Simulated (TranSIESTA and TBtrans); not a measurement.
System: Sn chain with one S atom inserted. Leads: straight Sn chain, spacing 2.915 Å. Geometry: 3 atoms about the centre moved by SIESTA (PBE, DZP) to a largest force of 0.00 eV/Å, all others as built, motion along the axis alone. Transport runs along z; the first 4 and the last 4 of the 15 atoms are the lead cells, repeated to infinity.

```xyz
15
Lattice="9.000 0.000 0.000 0.000 9.000 0.000 0.000 0.000 42.745" Properties=species:S:1:pos:R:3 pbc="F F T"
Sn     4.500     4.500     0.000
Sn     4.500     4.500     2.915
Sn     4.500     4.500     5.830
Sn     4.500     4.500     8.745
Sn     4.500     4.500    11.660
Sn     4.500     4.500    14.575
Sn     4.500     4.500    17.461
S      4.500     4.500    19.915
Sn     4.500     4.500    22.370
Sn     4.500     4.500    25.255
Sn     4.500     4.500    28.170
Sn     4.500     4.500    31.085
Sn     4.500     4.500    34.000
Sn     4.500     4.500    36.915
Sn     4.500     4.500    39.830
```

Run with TranSIESTA and TBtrans (open boundaries, self-consistent; PseudoDojo norm-conserving potentials, scalar-relativistic): PAO.BasisSize DZP, PAO.EnergyShift 0.15 eV, XC.Authors PBE, Mesh.Cutoff 200 Ry, ElectronicTemperature 300 K, TS.Voltage 0.0 eV, TBT.Elecs.Eta 0.001 eV, no spin polarisation.

Energies count from the leads' Fermi level. Transmissions are for one spin of a degenerate pair. The energy step is 0.01 eV; narrower resonances are cut or missed.

```csv
E (eV),T
-0.20,2.18
-0.15,2.23
-0.10,2.27
-0.05,2.29
0.00,2.30
0.05,2.30
0.10,2.30
0.15,2.29
0.20,2.28
```

Problem. Give the zero-bias conductance in μS and the resistance at 300 K.

Solution. At the Fermi level T = 2.30. Averaged with −∂f/∂E over the full grid (kT = 25.9 meV) it is 2.30. With G0 = 2e²/h = 77.48 μS, G = 178 μS and R = 1/G = 5.62 kΩ.

Problem. The eigenchannels at the Fermi level transmit 0.769, 0.769, 0.763. What Fano factor of the shot noise follows at low temperature and bias?

Solution. F = Σ τ(1 − τ)/Σ τ = 0.536/2.30 = 0.23.

The straight chain is held at its spacing; free chains may zigzag or dimerise. No spin-polarised start was tried, so a magnetic state, if there is one, is missed.
